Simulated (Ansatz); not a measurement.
The parent structure is ZnO in the wurtzite structure (space group P6_3mc, No. 186; a = 3.1869 Å, c = 5.1526 Å). Axes: x lies along a and z along c of the hexagonal cell.

Method: Ansatz (an electronic-structure program) LDA, no SOC.

The change: every lattice vector is shortened by 1.80 %; the atoms relax in the strained cell.

Question: Predict the stress tensor and what it implies for the stiffness.

Answer: Stress of the strained cell less that of the base (GPa, compression positive):
```
   9.92    0.00    0.00
   0.00    9.92    0.00
   0.00    0.00    9.90
```

Then B = −ΔP/(ΔV/V₀) with ΔV/V₀ = -0.0530 gives secant stiffness values (nonlinear terms included at this strain): B (at held cell shape, above the free-shape value) ≈ 187 GPa.

As a check, the harmonic strain energy −½ V₀ Δσ:ε is 19 meV/atom; the computed energy rise is 18 meV/atom.

No phonon test of stability was made.
